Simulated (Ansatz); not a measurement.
Base system: In$_{2}$Au (space group Fm-3m, No. 225; a = 6.539 Å). Axes: x, y, z lie along the cube axes.

All numbers come from PBEsol/PAW in Ansatz (a first-principles code), no spin-orbit coupling.

Before the change:

| Property | Result |
|---|---|
| Shortest interatomic distance | 2.831 Å |

The change: a free-standing slab of 3 layers (9 atoms, 3 a layer) is cut normal to [111], with 15 Å of vacuum and the in-plane cell held at bulk.

Question: Predict the new excess energy per area of both faces, shortest interatomic distance, change of the spacing d23 from its bulk value of 0.944 Å and change of the spacing d12 from its bulk value of 0.944 Å.

Answer: The excess energy per area of both faces (slab less bulk energy over the cell's area: twice a surface energy) is 1.3 J/m² (uncertain by up to 0.08 J/m²); the shortest interatomic distance falls by 0.0087 Å (2.831 Å → 2.823 Å); the change of the spacing d23 from its bulk value of 0.944 Å amounts to -1.4 %; the change of the spacing d12 from its bulk value of 0.944 Å is -2.8 %.

The excess energy carries the mismatch between the slab's and the bulk's meshes. Stability against distortions was not tested.
